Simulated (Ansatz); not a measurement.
Take MgS in the rock salt structure (space group Fm-3m, No. 225; a = 5.203 Å) as the base. Axes: x, y, z lie along the cube axes.

Computed with Ansatz (a first-principles code), r2SCAN, PAW, cutoff 500 eV, no SOC.

A first run, uniaxial strain ε_zz = +1.04 %, gives secant values C11 ≈ 140 GPa and C12 ≈ 43 GPa from its stress. A second run applies isotropic strain +2.22 %.

Task: What does linear elasticity predict for the bulk modulus −ΔP/(ΔV/V₀) in the second run, and what does the run give?

Result: Linear elasticity: (C11 + 2 C12)/3 = 75 GPa. The run gives 68 GPa; any difference comes from nonlinear terms at these strains and numerical noise.

Whether these cells are dynamically stable was not tested.
